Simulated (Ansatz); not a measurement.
Results of PBE-D3(BJ) (Ansatz, a quantum-chemistry and plane-wave program, PAW) for 1T (CdI2-type) PtTe2.

Rigid layers of the crystal as relaxed at this level are moved apart or together:

```
run   k mesh  layer repeat (Å)  energy against free layers (meV/Å²)  gap on the mesh (eV)
---  -------  ----------------  -----------------------------------  --------------------
1    12×12×8              4.92                               -48.68                 0.000
2    12×12×8              5.07                               -50.75                 0.000
3    12×12×8              5.22                               -49.96                 0.000
4    12×12×6              5.42                               -46.24                 0.000
5    12×12×6              5.72                               -39.27                 0.000
6    12×12×6              6.22                               -27.98                 0.000
7    12×12×6              7.22                               -14.51                 0.319
8    12×12×4              9.22                                -4.03                 0.824
```

The lowest energy of these points lies at a layer repeat of 5.07 Å.

Spin–orbit coupling is not included.
